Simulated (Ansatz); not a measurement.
The starting structures come from a database of crystals and need not be the phases stable at ambient conditions.

Input:

```
CuLuS2
1.0
    3.82995     0.00000     0.00000
    0.00000     6.06581     0.00000
    1.91498     0.00000     3.31683
Lu Cu S
1 1 2
Cartesian
  1.91497   6.04840   1.10561
  3.82995   3.65356   2.21122
  3.82995   1.37433   2.21122
  0.00000   4.43393   0.00000
```

Space group of this cell: P3m1. The cell is taken as given; by PBEsol its mean pressure is -2.1 GPa.

Transport runs along the normal of the first two printed cell vectors, the (100) plane of the conventional cell.

The gap is the functional's own. No spin-orbit coupling. Mid-gap values are interpolated on the energy grid.

### Question
Give the band gap and the smallest decay constant κ at mid-gap that PBEsol in Ansatz (an electronic-structure program) yields.

### Answer
Gap 1.28 eV on a 10×6×10 mesh; κ = 0.137 1/Å, at the zone centre.
